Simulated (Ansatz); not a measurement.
**Se on the N site (Se_N) (metastable zinc-blende AlN host)**

Level of theory: PBE, PAW (plane waves to 420 eV; Ansatz, a quantum-chemistry and plane-wave program). Cell: 64 sites, 2×2×2; final energies on a 2×2×2 shifted mesh. Site at the start: the N site. Energies of charged states are corrected for periodic images (point charge plus alignment at distant sites). Dielectric constants: PBE linear response of the host. Host gap at this level: 3.31 eV. These values are not converged in cell size to better than tenths of an eV. The semilocal functional narrows the gap, so deep levels can fall outside it. Spin–orbit coupling is left out. Each state is the lowest found from its start.

Formation energies E_f are given with the Fermi level at the valence-band maximum. Chemical conditions: Al-rich (Δμ(N) = -2.69 eV, Δμ(Se) = -1.41 eV, bounded by Al2Se3 (Cc); only phases computed here count, gases as isolated molecules at 0 K). Reference phases: N: N2 molecule in a box, Se: trigonal Se.

| charge | moment (μB) | largest move off a lattice site (Å) | image correction with alignment (eV) | E_f, Al-rich (eV) |
|---|---|---|---|---|
| +1 | not spin-polarised | 0.38 | 0.56 | 0.36 |
| 0* | 1.0 | 0.40 | – | – |
| −1* | not spin-polarised | 0.42 | – | – |

* At this level the carrier isn't localised at the defect: at charge 0 electrons occupy the conduction band; at charge −1 electrons occupy the conduction band. Such a state is shallow or no state of the defect, and this cell gives it no level.

Flagged in the runs: a doubtful potential alignment.
